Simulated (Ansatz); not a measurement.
# Ru3Rh (model structure, started from the A15 type, Pm-3n, No. 223, 8 atoms in the cell)

Calculation: LDA in Ansatz (PAW).

Settings: plane-wave cutoff 520 eV, 12×12×12 k mesh, Fermi–Dirac smearing 0.05 eV, no spin polarisation, scalar-relativistic PAW data made under PBE.

Cell (relaxed at this level):

```
CELL_PARAMETERS angstrom
      4.76035     0.00000     0.00000
      0.00000     4.76035     0.00000
      0.00000     0.00000     4.76035
ATOMIC_POSITIONS crystal
  Ru 0.25000 0.00000 0.50000
  Ru 0.75000 0.00000 0.50000
  Ru 0.00000 0.50000 0.25000
  Ru 0.00000 0.50000 0.75000
  Ru 0.50000 0.25000 0.00000
  Ru 0.50000 0.75000 0.00000
  Rh 0.00000 0.00000 0.00000
  Rh 0.50000 0.50000 0.50000
```

```yaml
bulk_modulus: 329 GPa
```

Note: the run has no spin polarisation, so it can have missed a magnetic state; the bulk modulus is −V dP/dV from two relaxed cells at ±2 % in volume; the relaxation could raise the start's symmetry but not lower it, so the cell can be a saddle point.

The computed numbers hold no vibrational or temperature effects.

It cost roughly 5 core-minutes of CPU time.

A model structure was made by putting elements into a prototype or built by hand; it is no filed structure, need not be a known phase, and can be a saddle point held by its symmetry.

Ansatz is an electronic-structure program.
